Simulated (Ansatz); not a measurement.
Take CuI in the zinc blende structure (space group F-43m, No. 216; a = 6.0793 Å) as the base.

Structures relaxed with PBE/PAW in Ansatz (a quantum-chemistry and plane-wave program), no spin-orbit coupling.

Base:

Simulated powder pattern, Mo Kα, λ = 0.71073 Å (kinematic, ideal powder, no thermal factors, no anomalous dispersion; the 14 strongest lines at most, above 2 %, up to 2θ = 40°):

```tsv
2θ (°)	I/Imax (%)	hkl
11.62	100	(111)
13.43	7.9	(200)
19.03	77	(220)
22.36	53	(311)
23.37	2.5	(222)
27.04	14	(400)
29.52	23	(331)
30.31	3.8	(420)
33.28	28	(422)
35.36	17	(511)
38.62	8.5	(440)
```

Modification: a negative pressure, −2 GPa.

Task: Predict the new powder pattern.

Result: 
Simulated powder pattern, Mo Kα, λ = 0.71073 Å (kinematic, ideal powder, no thermal factors, no anomalous dispersion; the 14 strongest lines at most, above 2 %, up to 2θ = 40°):

```csv
2θ (°),I/Imax (%),hkl
11.39,100,(111)
13.16,7.9,(200)
18.65,78,(220)
21.91,54,(311)
22.90,2.5,(222)
26.50,14,(400)
28.93,23,(331)
29.70,3.8,(420)
32.61,29,(422)
34.65,17,(511)
37.83,8.7,(440)
39.63,16,(531)
```

The indices refer to the base's conventional cell; one index is shown for lines that coincide.

Load acts through the strain it causes; cell and atoms are relaxed under it. Whether these cells are dynamically stable was not tested. The final runs are not spin-polarised.
